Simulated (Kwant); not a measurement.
System: In0.53Ga0.47As/InP stack with 1 barrier. One parabolic valley. Leads of mass 0.041 mₑ with the band edge at 0; grid 0.1 nm; bias swept from 0.01 to 0.44931 V, dropping linearly over the stack. Emitter Fermi level 0.03 eV, 77 K, equal in the collector.

| layer | thickness (nm) | band offset (eV) | mass (mₑ) |
|---|---|---|---|
| 1 | 1.8 | 0.25 | 0.08 |

Constants are typed, rounded textbook-type inputs, not results; the design itself was drawn at random and stands for no fabricated device.

Model: one-band effective-mass tight-binding model in one dimension, coherent, no space charge, current by the Tsu-Esaki formula (Kwant).

Sweep values stay those of the base run.

The mass in the first barrier was swept, all else fixed.

| mass in the first barrier (mₑ) | J (A/cm²) at bias = 0.4493 V | J (A/cm²) at bias = 0.3310 V | J (A/cm²) at bias = 0.1114 V | J (A/cm²) at bias = 0.2297 V |
|---|---|---|---|---|
| 0.048 | 115000 | 112000 | 97000 | 108000 |
| 0.064 | 104000 | 98500 | 83200 | 93200 |
| 0.08 | 94100 | 86500 | 71400 | 80400 |
| 0.1 | 83000 | 73700 | 59000 | 67000 |

From the first row to the last the J at bias = 0.4493 V goes from 115000 to 83000. From the first row to the last the J at bias = 0.3310 V goes from 112000 to 73700.
